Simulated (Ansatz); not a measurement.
The parent structure is TiC in the rock salt structure (space group Fm-3m, No. 225; a = 4.2934 Å; relaxed with 0.1 eV smearing). Axes: x, y, z lie along the cube axes.

Calculations: Kohn–Sham DFT with the PBEsol functional, run in Ansatz (a quantum-chemistry and plane-wave program) with PAW and 420 eV plane waves, no spin-orbit coupling.

Now apply this change: the cell is compressed by 1.50 % along z with no lateral relaxation; the atoms relax in the strained cell.

**Question.** Predict the stress tensor and what it implies for the stiffness.

**Answer.** Stress of the strained cell less that of the base (GPa, compression positive):
```
    1.9     0.0     0.0
    0.0     1.9     0.0
    0.0     0.0     9.0
```

Then −Δσ_ii/ε with ε = -0.0150 gives secant stiffness values (nonlinear terms included at this strain): C33 ≈ 603 GPa, C13 ≈ 127 GPa and C23 ≈ 127 GPa.

As a check, the harmonic strain energy −½ V₀ Δσ:ε is 4.2 meV/atom; the computed energy rise is 4.1 meV/atom.

Stability against distortions was not tested. All final runs are without spin polarisation.
